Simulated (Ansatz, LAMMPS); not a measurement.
# Crystalline Ge, 1000 atoms, one frame of classical dynamics at 500 K, cell scaled from the potential's lattice parameter to the PBE one and held

Cell 28.80 × 28.80 × 28.80 Å, Ge1000, 1000 atoms. Prepared with Tersoff's 1989 multicomponent potential (SiCGe.tersoff) run with LAMMPS: 30 ps at 500 K at fixed volume, last frame. 

All values below come from PBE, support functions at accuracy medium on the grid of 370 eV (norm-conserving potentials; Ansatz, a first-principles code).

Basis: localised support functions (accuracy medium) on a full density matrix. k-points: zone centre alone; occupations: Fermi-Dirac, 0.043 eV; spin polarisation not allowed. No spin-orbit coupling.

| Property | Result |
|---|---|
| energy of this one frame (with the electrons' smearing term) over the static perfect crystal, per atom | 43 meV/atom |
| electronic character of the cell | no gap resolved at this smearing |
| coordination (neighbours within 2.914 Å) | 100.0 % 4-fold |
| Ge-Ge bonds, mean ± spread | 2.498 ± 0.070 Å |
| bond angles, mean ± spread | 109.4° ± 3.3° |
| pressure (static part) | 0.52 GPa |
| cost of the final run | roughly 70 core-minutes, 12 SCF iterations, 20 GiB |
